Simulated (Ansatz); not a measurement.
# What Al → Na does to TiAl3

Take TiAl3 (space group I4/mmm, No. 139; a = 3.816 Å, c = 8.551 Å) as the base.

Perturbation: every Al is replaced by Na, then cell and atoms are relaxed.

The values are results of PBEsol (Ansatz, a quantum-chemistry and plane-wave program; PAW; 420 eV plane waves; spin-orbit coupling left out), not measurements. Settings: 14×14×14 k-points, 0.05 eV Fermi–Dirac smearing, for the changed cell.

The volume per atom rises by 12.165 Å³ to 27.73 Å³ and the density shrinks by 1.69 g/cm³, from 3.44 g/cm³ to 1.75 g/cm³. The lattice parameter a rises by 1.502 bohr, from 7.212 bohr to 8.714 bohr and the c/a ratio rises by 0.022 to 2.263. The space group stays I4/mmm (No. 139) and the shortest interatomic distance rises by 1.0622 bohr to 6.162 bohr. The band gap remains zero.

Cost of the whole job for the changed cell (relaxation, final SCF and bands): very roughly 5 core-minutes.

No phonon test of stability was made. As relaxed here, Na3Ti is a hypothetical phase, not in the database extracts checked. The final runs are not spin-polarised. An odd electron count without spin: Na3Ti and TiAl3. Na3Ti has a high density of states at the Fermi level and may be magnetic at this level.
